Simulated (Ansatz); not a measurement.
Migration of O vacancy, charge +2, in different hosts. Method: PBE, PAW (plane waves to 420 eV; Ansatz, an electronic-structure program).

Barriers are those of the lowest checked hop between equivalent sites, from the lowest site run (climbing-image NEB, static, fixed cells, no finite-size terms; on the finer meshes named, energies are single points at the band's geometries). One hop need not carry long-range diffusion, and untried routes could be lower. Saddle orders were checked for a part of the study's bands only and are not shown. Vacancies start on their lattice site; split forms were not set up. Charge states are imposed.

| Host | Route | Hop (Å) | Neighbours at the saddle | Barrier (eV) | Cell |
|---|---|---|---|---|---|
| bixbyite In2O3 | a nearby O jumps into the vacancy | 2.64 | In at 2.04, In at 2.36, In at 2.52 Å | 0.55 | 80 sites, 2×2×2 shifted |
| rock-salt MgO | a nearby O jumps into the vacancy | 2.86 | 2 Mg at 1.81 Å | 2.12 | 64 sites, 2×2×2 shifted |
| wurtzite ZnO | a nearby O jumps into the vacancy | 3.27 | Zn at 1.89, 2 Zn at 2.22 Å | ? | 72 sites, 2×2×2 shifted along c |
| ferroelectric LiNbO3 | a nearby O jumps into the vacancy | 2.42 | Li at 1.93, Li at 2.06; Nb at 1.86 Å | 0.71 | 120 sites, 2×2×2 shifted along c |

**Question.** Fill in the missing entries.

**Answer.** 
- wurtzite ZnO, Barrier (eV): 1.33
